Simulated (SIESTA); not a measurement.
Input and output of a self-consistent single point for Li₂MgZrO₄ (P1, 8 atoms in the cell) (SIESTA).

Method of the run: LDA PW92, numerical atomic orbitals DZP, PseudoDojo LDA standard norm-conserving potentials (rewritten from UPF to PSML) (SIESTA).

The change in words: lattice scaled by 0.98. Reference geometry:
```
Li2MgZrO4
1.0
   -2.13118     2.13118     4.52144
    2.13118    -2.13118     4.52144
    2.13118     2.13118    -4.52144
Li Mg Zr O
2 1 1 4
Cartesian
 -0.01946   0.03909   4.52953
 -0.01035   2.09745   2.22367
  2.10335   0.02370   2.24506
  0.01029   0.01912  -0.04185
  0.02027  -0.02159   6.95593
 -0.02215  -0.01926   2.06951
  2.15016  -0.02291   0.17544
  2.16145   0.01557   4.44990
```

Reference input (self-consistent single point, DFT, LDA PW92, numerical atomic orbitals DZP, PseudoDojo LDA standard norm-conserving potentials (rewritten from UPF to PSML)): XC.functional = LDA; XC.authors = PW92; potentials = PseudoDojo LDA standard; PAO.BasisSize = DZP; PAO.EnergyShift = 0.01 Ry; MeshCutoff = 400 Ry; kgrid.MonkhorstPack = 4 4 5; OccupationFunction = FD; ElectronicTemperature = 0.05 eV; PAO.Polarization.NonPerturbative = true; MaxSCFIterations = 150; SCF.Mixer.Method = Pulay. This run's input differs from it in these lines:

```diff
@@ -14,5 +14,5 @@
 %block LatticeVectors
-    -4.027355971    4.027355971    8.544273840
-     4.027355971   -4.027355971    8.544273840
-     4.027355971    4.027355971   -8.544273840
+    -3.946808285    3.946808285    8.373387797
+     3.946808285   -3.946808285    8.373387797
+     3.946808285    3.946808285   -8.373387797
 %endblock LatticeVectors
@@ -20,10 +20,10 @@
 %block AtomicCoordinatesAndAtomicSpecies
-    -0.036769760    0.073869763    8.559568090  1
-    -0.019556841    3.963610981    4.202125140  1
-     3.974750647    0.044792253    4.242539556  2
-     0.019440047    0.036137465   -0.079094343  3
-     0.038296128   -0.040793089   13.144809925  4
-    -0.041856311   -0.036387161    3.910808124  4
-     4.063207494   -0.043302131    0.331534914  4
-     4.084552480    0.029431917    8.409086340  4
+    -0.036034360    0.072392358    8.388376161  1
+    -0.019165701    3.884338203    4.118082359  1
+     3.895255075    0.043896402    4.157688483  2
+     0.019051244    0.035414711   -0.077512451  3
+     0.037530200   -0.039977221   12.881912855  4
+    -0.041019179   -0.035659413    3.832591702  4
+     3.981942772   -0.042436083    0.324904193  4
+     4.002860856    0.028843275    8.240904055  4
 %endblock AtomicCoordinatesAndAtomicSpecies
```

Output, abridged:

```
        iscf     Eharris(eV)        E_KS(eV)     FreeEng(eV)     dDmax    Ef(eV) dHmax(eV)
   scf:    1    -5146.806658    -5179.614509    -5179.614509  1.591782 -7.685853  9.147013
   scf:    2    -5186.063793    -5183.025333    -5183.025333  0.063808 -8.366678  7.043813
   scf:    3    -5187.295085    -5186.767639    -5186.767639  0.151222 -7.337865  3.029512
   scf:    4    -5186.747274    -5186.818512    -5186.818512  0.032518 -7.485171  2.656414
   scf:    5    -5186.918914    -5186.899128    -5186.899128  0.038002 -7.893385  0.558146
   [... 7 lines left out ...]
   scf:   13    -5186.906960    -5186.906959    -5186.906959  0.000109 -7.138034  0.000510
   scf:   14    -5186.906959    -5186.906959    -5186.906959  0.000020 -7.138005  0.000466
   scf:   15    -5186.906959    -5186.906959    -5186.906959  0.000014 -7.137826  0.000250
   scf:   16    -5186.906959    -5186.906959    -5186.906959  0.000003 -7.137768  0.000197
SCF Convergence by DM+H criterion
max |DM_out - DM_in|         :     0.0000025269
max |H_out - H_in|      (eV) :     0.0001965542
SCF cycle converged after 16 iterations

Using DM_out to compute the final energy and forces

siesta: E_KS(eV) =            -5186.9070

siesta: E_KS - E_eggbox =     -5186.9070

siesta: Atomic forces (eV/Ang):
     1    0.104048   -0.093662    0.062535
     2   -0.019375    0.129801   -0.141102
     3    0.223755   -0.324211    0.153348
     4   -0.014268    0.002818    1.092442
     5   -0.185816    0.221141   -0.914229
     6    0.249052    0.117665    0.742451
     7   -0.252112    0.134212   -0.537668
     8   -0.103610   -0.188817   -0.455890
   Tot    0.001673   -0.001052    0.001886
   Max    1.092442
   Res    0.387525    sqrt( Sum f_i^2 / 3N )
   Max    1.092442    constrained

   [... lines left out ...]
siesta: FreeEng =     -5186.906959
siesta: Cell volume =         77.313736 Ang**3
siesta:           6.06461635         51.71082552  kBar
   [... lines left out ...]

mulliken: Qtot =       52.000

Mulliken Atomic Populations:
Atom #   charge [q] valence [e]  Species
     1     0.119500    2.880500  Li
     2     0.138348    2.861652  Li
     3     1.293690    8.706310  Mg
     4     1.315725   10.684275  Zr
     5    -0.729403    6.729403  O
     6    -0.736893    6.736893  O
     7    -0.717453    6.717453  O
     8    -0.683513    6.683513  O
 Total    -0.000000
```

The run converged in 16 iterations. Against the reference run the free energy goes down by 18.3 meV/atom, the pressure goes from -9.74 to 0.61 GPa, the largest force goes from 0.999 to 1.093 eV/Å and the gap on the mesh goes from 2.863 to 3.032 eV.

The starting cell comes from a database of computed structures (which also holds hypothetical and non-ambient phases and stackings), without a prior relaxation at this level. Its atoms were displaced at random from the sites of space group no. 119. For this run, on top of that: lattice scaled by 0.98. Values carry the incompleteness of an atom-centred basis. Forces in this geometry exceed 1 eV/Å.

Cost on one core of a shared machine: roughly 40 s.
